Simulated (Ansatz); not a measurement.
A self-consistent single point of Rb (Im-3m, 1 atom in the cell) with Ansatz (a quantum-chemistry and plane-wave program)

Method of the run: LDA (PW92), default PAW files made with PBE (plane waves; Ansatz).

The input file:

Ansatz 0.2 input:
```yaml
# Rb
crystal:
  lattice:
    - [-2.833475, 2.833475, 2.833475]
    - [2.833475, -2.833475, 2.833475]
    - [2.833475, 2.833475, -2.833475]
  atoms:
    - { symbol: Rb, position_ang: [0.000000, 0.000000, 0.000000] }
basis:
  ecutwfc: 420.0 eV
kpoints:
  mp_grid: { grid: [8, 8, 8] }
hamiltonian:
  xc: lda
  pseudopotentials: { kind: paw }
scf:
  occupations: { method: fermi_dirac, width: 0.1 eV }
output:
  forces: true
  eigenvalues: true
  stress: true
```

Log, with long lists cut:

```
WARN ansatz: RAYON_NUM_THREADS=1 ignored (pool sized by the plan → 1); use --threads N
Pseudopotentials: kind: paw
Pseudopotential: Rb, paw, valence charge 9
Crystal: 1 atoms, lattice volume = 90.995 Å³
Basis set: ecut = 420 eV, 1745 PW (Γ)
Bands: 9, of which v1, the nominal top of the filled ones, is band 5 counted from 1 (4 counted from 0)
Symmetry: 48 space group operations
Space group: Im-3m (ITA 229), of the structure as read, at distance tolerance 4.5e-5 Å
k-points: 29 of 512
PAW frozen core: Rb, regenerated for the run's functional, and the local potential with it
Initial density: superposition of atomic densities (neutral atoms: chi_scale 0, normalization atom), corrected by the library's trained network
Initial wavefunctions: pseudopotential atomic-orbital guess
Eigensolver: davidson
Functional: x = slater, c = lda
SCF iter   1: F=—  HF=-3170.749132 eV  |F-HF|=—  |Δ(HF+E_count)|=         —  Δρ=2.63e-3  dr2=2.56e-3  ethr=1.77e-3  ⟨swp⟩=7.0  Hψ=2149  notcnv=0
all-band conjugate gradients solve this SCF's bands
preconditioner: auto → Kerker (q_TF=auto, 1.855 Å⁻¹)
SCF iter   2: F=—  HF=-3170.749268 eV  |F-HF|=—  |Δ(HF+E_count)|=   1.36e-4  Δρ=1.36e-3  dr2=7.58e-4  ethr=2.84e-5  ⟨swp⟩=2.0  Hψ=573  notcnv=0
SCF iter   3: F=—  HF=-3170.749347 eV  |F-HF|=—  |Δ(HF+E_count)|=   7.98e-5  Δρ=1.70e-4  dr2=3.89e-5  ethr=8.42e-6  ⟨swp⟩=2.1  Hψ=397  notcnv=0
SCF iter   4: F=—  HF=-3170.749374 eV  |F-HF|=—  |Δ(HF+E_count)|=   2.67e-5  Δρ=8.94e-5  dr2=8.70e-6  ethr=4.33e-7  ⟨swp⟩=2.4  Hψ=394  notcnv=0
SCF iter   5: F=—  HF=-3170.749375 eV  |F-HF|=—  |Δ(HF+E_count)|=   1.36e-6  Δρ=3.57e-5  dr2=2.22e-6  ethr=9.67e-8  ⟨swp⟩=1.7  Hψ=328  notcnv=0
SCF iter   6: F=-3170.749375 eV  HF=-3170.749375 eV  |F-HF|=4.27e-8  |Δ(HF+E_count)|=   1.70e-8  Δρ=5.51e-6  dr2=7.44e-8  ethr=1.11e-9  ⟨swp⟩=4.4  Hψ=1541  notcnv=0
SCF 1 converged in 6 iterations: F = -3170.749375 eV  dr2 = 7.44e-8
SCF converged after 6 iterations
Free energy (F): -3170.749375 eV
Harris-Foulkes:  -3170.749375 eV  (|F-HF|=4.27e-8)
Internal energy: -3170.715888 eV  (E = F + TS)
E sigma→0 (E₀):  -3170.732631 eV
Entropy (-TS):   -0.033488 eV (-33.488 meV/atom)
Fermi energy:    1.722075 eV
--- Per-component energies (eV) ---
  E_band       = -120.608612
  E_kinetic    = 190.859716
  E_local      = -713.215505  (includes V_loc(G=0)·N_el)
  E_nonlocal   = 177.904290
  E_hartree    = 198.924385
  E_xc         = -127.305755
  E_vxc        = -134.087937  (∫ρ·V_xc dr)
  E_paw        = -2523.640878  (= ΣΔE_a)
  E_vpaw       = -39.911065  (= ΣTr[D̂ρ^β])
  E_aug_tail   = -0.000002  (compensation charges beyond the density's cutoff)
  E_ewald      = -374.513397
  E_core_change = 0.271259  (= ΣΔE_core)
  E_smearing   = -0.033488  (= −TS)
  E_closure    = -0.000000  (closes the sum)
  Σ components = -3170.749375   (vs F -3170.749375, Δ=0.00e0)
--- Forces (eV/Å), atoms counted from 1 ---
  atom   1  Rb     0.00000000     0.00000000     0.00000000
  max |Σ_I F_I| component: 1.31e-31 eV/Å
--- Stress (GPa, compression-positive) ---
       -0.409127      -0.000000       0.000000
       -0.000000      -0.409127      -0.000000
       -0.000000      -0.000000      -0.409127
  P = ⅓ Tr σ = -0.4091 GPa (-4.091 kbar)
  The stress holds the Pulay correction. Without it, at fixed plane waves, as pw.x and ABINIT print it: P = -0.4099 GPa
--- Band table (eV; the first three rows and the last of 29) ---
  k-point 0: bands = ["-27.1470", "-11.1800", "-11.1800", "-11.1800", "-0.2604", "5.3115", "5.3115", "5.3115", "6.2836"]
  k-point 1: bands = ["-27.1464", "-11.1948", "-11.1849", "-11.1800", "-0.0755", "5.0234", "5.0867", "5.4810", "6.0321"]
  k-point 2: bands = ["-27.1449", "-11.2299", "-11.1966", "-11.1800", "0.4525", "4.1777", "4.6794", "5.9767", "6.0850"]
  k-point 28: bands = ["-27.1394", "-11.2509", "-11.2509", "-11.2509", "3.0106", "3.0106", "4.9666", "4.9666", "4.9666"]
```

The run converged in 6 iterations.

The starting cell has typed, rounded lattice constants, without a prior relaxation at this level. Its lattice was rescaled by up to half a per cent. Ansatz's pressure includes its estimate of the finite-basis (Pulay) stress.
